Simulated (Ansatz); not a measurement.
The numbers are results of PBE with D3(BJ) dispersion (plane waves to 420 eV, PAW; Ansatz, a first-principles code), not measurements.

Electrostatic potential energy of an electron, averaged over planes parallel to the surface, in eV from the Fermi level, for H2 on graphene, one in a 3x3 cell, started at the site 'top C':

(z (Å), V (eV)): (5.05, 4.25); (5.34, 4.25); (5.64, 4.25); (5.94, 4.25); (6.23, 4.25); (6.53, 4.25); (6.83, 4.24); (7.12, 4.23); (7.42, 4.19); (7.72, 4.09); (8.02, 3.81); (8.31, 3.01); (8.61, 0.79); (8.91, -5.67); (9.20, -19.95); (9.50, -28.28); (9.80, -20.03); (10.09, -5.73); (10.39, 0.77); (10.69, 3.00); (10.98, 3.80); (11.28, 4.08); (11.58, 4.16); (11.87, 4.13); (12.17, 3.98); (12.47, 3.40); (12.77, 3.19); (13.06, 3.86); (13.36, 4.11); (13.66, 4.21); (13.95, 4.24); (14.25, 4.25); (14.55, 4.26); (14.84, 4.26); (15.14, 4.26); (15.44, 4.26); (15.73, 4.26); (16.03, 4.26); (16.33, 4.26); (16.62, 4.26); (16.92, 4.26)

Set-up: 20 atoms; mesh 4x4x1; 0.05 eV smearing; dipole correction on; 1 atoms held, the rest relaxed; no symmetry held; no spin, no spin-orbit, no U. At the end no host atom lies within bonding distance. In D3-corrected PBE it is, or lies within 0.03 eV of, the lowest of the starts that converged.

The vacuum level lies 4.26 eV above the Fermi level over the top face and 4.25 eV above it under the bottom face.
